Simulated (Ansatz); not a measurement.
The parent structure is HgO in the zinc blende structure (space group F-43m, No. 216; a = 5.293 Å; a hypothetical phase, not in the database extracts checked).

Level of theory: Ansatz (a first-principles code), PBE, PAW, cutoff 420 eV, spin-orbit coupling left out, earlier PAW set.

Before the change:

The magnetic state is not spin-polarised and the density comes out as 9.70 g/cm³.

The change: every Hg is replaced by H, then cell and atoms are relaxed.

Tabulated Pauling electronegativity and covalent radius: Hg 2.00, 1.32 Å; H 2.20, 0.31 Å.

Problem. What does the calculation give for the magnetic state and density after the change?

Solution. The magnetic state becomes ferromagnetic (base: not spin-polarised); the density decreases by 7.11 g/cm³ to 2.59 g/cm³.

Other magnetic orders, which the real material may have, were not ruled out. Stability against distortions was not tested. As relaxed here, HO is a hypothetical phase, not in the database extracts checked. Spin-polarised in the final run: HO; the other runs are not.
